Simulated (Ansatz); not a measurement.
The starting structures come from a database of crystals and need not be the phases stable at ambient conditions.

 Where the default PAW files enter, the runs use the earlier of Ansatz's two default sets.

By PBEsol, the system below comes out a metal.

The ballistic (Sharvin) conductance counts the channels at the Fermi level: G/A = (e²/h) × channels of both spins per area.

Here is the system:

```yaml
crystal:
  lattice:
    - [3.99503, 0.00000, 0.00000]
    - [1.99751, 8.56237, 0.00000]
    - [0.00000, 0.93200, 3.88480]
  atoms:
    - { symbol: Y, position: [0.50000, 0.00000, 0.50000] }
    - { symbol: Y, position: [0.25000, 0.50000, 0.75000] }
    - { symbol: Ge, position: [0.82799, 0.34402, 0.32799] }
    - { symbol: Ge, position: [0.07799, 0.84402, 0.07799] }
    - { symbol: Ge, position: [0.92201, 0.15598, 0.92201] }
    - { symbol: Ge, position: [0.67201, 0.65598, 0.17201] }
```

Space group of this cell: I4_1/amd. The cell is taken as given; by PBEsol its mean pressure is -3.4 GPa.

The current flows along the normal of the first two printed cell vectors, the (101) plane of the conventional cell. No spin-orbit coupling; the value is a mean over 0.1 eV about the Fermi level.

Give the ballistic conductance per area that PBEsol in Ansatz (a quantum-chemistry and plane-wave program) yields.

0.42 × 10¹⁵ S/m² for both spins.
